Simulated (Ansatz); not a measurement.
Data:

```
CELL_PARAMETERS angstrom
      0.00000     2.71928     2.63770
      2.71928     0.00000     2.63770
      2.71928     2.71928     0.00000
ATOMIC_POSITIONS crystal
  Ga 0.00000 0.00000 0.00000
  P  0.25000 0.25000 0.25000
```

No spin polarisation.

Calculations: PBEsol (Ansatz, an electronic-structure program, PAW, no SOC). Γ-centred 11×11×11 mesh, Fermi–Dirac width 0.05 eV.

Question: What gap character does the calculation give?

Answer: Indirect, Γ → Γ–M (87 % along).

Question: Predict the smallest direct gap.

Answer: 1.93 eV.

Question: Predict the hole mass.

Answer: 0.12 mₑ along z, 0.34 mₑ across (at Γ).

The cells carry an imposed strain or load. Masses are band curvatures over ±0.01 Å⁻¹ around the edge. Whether these cells are dynamically stable was not tested. The cell was made from GaP in the zinc blende structure (space group F-43m, No. 216) by this change: uniaxial strain ε_zz = −3.00 %.
